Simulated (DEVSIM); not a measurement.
Structure: illuminated Si p-on-n cell, one wavelength, with a back-surface field, at 300 K.

```tsv
layer (left to right)	material	thickness (μm)	Nd (cm⁻³)	Na (cm⁻³)	τn (s)	τp (s)	absorption coefficient (cm⁻¹)
1	Si	0.760	-	8.1e17	8.2e-7	8.8e-8	1800
2	Si	22.0	2.1e17	-	6.3e-6	6.3e-6	1800
3	Si	0.150	2.8e18	-	6.3e-6	6.3e-6	1800
```

Left contact: ohmic, minority electron recombination velocity 300 cm/s. Right contact: ohmic, minority hole recombination velocity 2e6 cm/s. Voltage is applied to the left contact. Recombination: SRH at mid-gap, radiative, Auger. Light enters at the left, 2e18 photons cm⁻² s⁻¹, one pass, no reflection. Mobility is μmin + (μ − μmin)/(1 + (N/Nref)^α).

Constants are typed, rounded textbook-type inputs, not results; the design itself was drawn at random and stands for no fabricated device. Values at 300 K.

```tsv
parameter	Si
gap (eV)	1.124
affinity (eV)	4.05
permittivity	11.7
Nc (cm⁻³)	2.86e19
Nv (cm⁻³)	3.1e19
μn (cm²/Vs)	1417
μp (cm²/Vs)	470
μn,min	52
μp,min	45
Nref,n	9.7e16
Nref,p	2.2e17
αn	0.68
αp	0.72
B (cm³/s)	4.7e-15
Cn (cm⁶/s)	2.8e-31
Cp (cm⁶/s)	9.9e-32
```

Model (solved in DEVSIM): 1D drift-diffusion, Boltzmann statistics, complete ionisation; no tunnelling, impact ionisation, image-force lowering or self-heating.

Give the dark forward current.


| V (V) | J (A/cm²) |
|---|---|
| 0.05 | 1.3e-10 |
| 0.10 | 4.7e-10 |
| 0.15 | 1.4e-9 |
| 0.20 | 4.3e-9 |
| 0.25 | 1.4e-8 |
| 0.30 | 5.5e-8 |
| 0.35 | 2.6e-7 |
| 0.40 | 1.5e-6 |
| 0.45 | 9.4e-6 |
| 0.50 | 6.2e-5 |
| 0.55 | 0.00042 |
| 0.60 | 0.0029 |
| 0.65 | 0.020 |
| 0.70 | 0.14 |
| 0.75 | 0.95 |
| 0.80 | 6.4 |
| 0.85 | 38 |
| 0.90 | 180 |
| 0.95 | 690 |
| 1.00 | 2200 |
